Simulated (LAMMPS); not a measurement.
LAMMPS 22 Jul 2025, classical MD, SNAP (Cu_Zuo_JPCA2020.snapcoeff): Cu, 2048 atoms.

```yaml
task: MD, nve
potential: SNAP, Cu_Zuo_JPCA2020.snapcoeff Cu_Zuo_JPCA2020.snapparam
copies_of_the_repeat_unit: 8×8×8
shape (slab and sphere leave vacuum in the box): bulk
steps: 400
timestep: 1 fs
thermo: 50
newton: on (default)
atom_modify sort (bins of 2 Å where set): 1000 (default)
comm_style: brick (default)
box: 28.9 × 28.9 × 28.9 Å
start: generated fcc lattice, warmed in an untimed run
```

All runs start from one configuration, warmed at this fixed volume for 300 steps under a thermostat at 600 K. The run at a skin of 2 Å has a mean temperature of 602 K and a mean pressure of 5.7 GPa.

One run each, on a shared machine, so no times are given.

With neigh_modify every 1 delay 0 check yes, skins of 0.1, 0.3, 0.5, 1, 1.5, 2, 3 Å were run. Further schedules:
- skin 0.3 Å, every 20 delay 0 check no
- skin 2 Å, every 20 delay 0 check no
- skin 2 Å, every 100 delay 0 check no
- skin 1 Å, every 1 delay 10 check yes
- skin 0.3 Å, every 100 delay 0 check no
- skin 1 Å, every 20 delay 0 check no
- skin 1 Å, every 100 delay 0 check no

A schedule rebuilds too seldom if it shows a dangerous build, rebuilds less often than the check at every step does at that skin, or fails.

Question: Name the settings that rebuild less often than the motion of the atoms asks.

Answer: With the check at every step the rebuilds are 84 at 0.1 Å, 30 at 0.3 Å, 18 at 0.5 Å, 8 at 1 Å, 0 at 1.5 Å, 0 at 2 Å, 0 at 3 Å. Too seldom: skin 0.3 Å, every 20 delay 0 check no; skin 0.3 Å, every 100 delay 0 check no; skin 1 Å, every 100 delay 0 check no.

```csv
setting,rebuilds,dangerous builds,list entries an atom,change of the total energy (meV/atom)
"skin 0.1 Å, every 1 delay 0 check yes",84,—,19.2,under 0.001
"skin 0.3 Å, every 1 delay 0 check yes",30,—,27.9,under 0.001
"skin 0.5 Å, every 1 delay 0 check yes",18,—,39.1,under 0.001
"skin 1 Å, every 1 delay 0 check yes",8,—,47.5,under 0.001
"skin 1.5 Å, every 1 delay 0 check yes",0,—,59.2,under 0.001
"skin 2 Å, every 1 delay 0 check yes",0,—,78.9,under 0.001
"skin 3 Å, every 1 delay 0 check yes",0,—,134,under 0.001
"skin 0.3 Å, every 20 delay 0 check no",20,not counted,27.9,under 0.001
"skin 2 Å, every 20 delay 0 check no",20,not counted,78.9,under 0.001
"skin 2 Å, every 100 delay 0 check no",4,not counted,78.9,under 0.001
"skin 1 Å, every 1 delay 10 check yes",8,0,47.5,under 0.001
"skin 0.3 Å, every 100 delay 0 check no",4,not counted,27.9,+0.014
"skin 1 Å, every 20 delay 0 check no",20,not counted,47.5,under 0.001
"skin 1 Å, every 100 delay 0 check no",4,not counted,47.5,under 0.001
```

Where the energy changes as in the checked runs, the late rebuilds cost nothing that shows in this run. List entries are as LAMMPS prints them (Ave neighs/atom).
